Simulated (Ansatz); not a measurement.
## Ti, response to strain

Start from Ti in the hcp (Mg type) structure (space group P6_3/mmc, No. 194; a = 2.902 Å, c = 4.593 Å; relaxed with 0.1 eV smearing). Axes: x lies along a and z along c of the hexagonal cell.

Strains are applied to the cell and any free atomic positions relax; under biaxial strain the out-of-plane vector relaxes too.

Levels (all Ansatz, a first-principles code, PAW): PBEsol (420 eV, no spin-orbit coupling); r2SCAN (500 eV, no spin-orbit coupling).

Pressures by level, all at the geometries relaxed with PBEsol:

```csv
case,PBEsol,r2SCAN
base,0.0 GPa,4.2 GPa
"biaxial strain −2.20 %, plane normal [001], relaxed out of plane",3.1 GPa,7.7 GPa
"biaxial strain −0.32 %, plane normal [001], relaxed out of plane",0.4 GPa,4.7 GPa
"biaxial strain +4.06 %, plane normal [001], relaxed out of plane",-4.7 GPa,-1.3 GPa
isotropic strain +0.13 %,-0.5 GPa,3.7 GPa
"strain tensor (xx, yy, zz, yz, xz, xy) = (−1.22, +1.06, +0.07, +0.46, +2.39, +0.45) %",0.1 GPa,4.4 GPa
```

Single points use the geometry relaxed with PBEsol. Their cutoffs differ, which shifts pressures a little. Stability against distortions was not tested. The final runs are not spin-polarised.
